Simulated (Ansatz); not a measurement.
The starting structures come from a database of crystals and need not be the phases stable at ambient conditions.

The decay constant κ of evanescent states in the gap governs leakage through a thin film.

Here is the system:

```
CELL_PARAMETERS angstrom
      5.74755     0.00000     0.00000
     -2.87378     8.75646     0.00000
      2.87378     1.70307     8.58925
ATOMIC_POSITIONS crystal
  Rb 0.11332 0.37879 0.62121
  Rb 0.88668 0.62121 0.37879
  Rb 0.35574 0.12121 0.87879
  Rb 0.64426 0.87879 0.12121
  Zn 0.50000 0.75000 0.75000
  Zn 0.50000 0.25000 0.25000
  Zn 0.77590 0.52590 0.97410
  Zn 0.22410 0.47410 0.02590
  Zn 0.22410 0.97410 0.52590
  Zn 0.77590 0.02590 0.47410
  S  0.85480 0.28426 0.01890
  S  0.14520 0.71574 0.98110
  S  0.14520 0.01890 0.28426
  S  0.85480 0.98110 0.71574
  S  0.58944 0.21574 0.48110
  S  0.41056 0.78426 0.51890
  S  0.41056 0.48110 0.21574
  S  0.58944 0.51890 0.78426
```

Space group of this cell: Ibam. The cell is taken as given; by PBEsol its mean pressure is -1.1 GPa.

Transport runs along the normal of the first two printed cell vectors.

No gap correction and no spin-orbit coupling; mid-gap values are interpolated between computed energies.

Problem. Estimate the band gap and the smallest decay constant κ at mid-gap that Ansatz (a quantum-chemistry and plane-wave program) with PBEsol returns for this system.

Solution. Gap 2.56 eV on a 6×6×6 mesh; κ = 0.205 1/Å, at the zone centre.
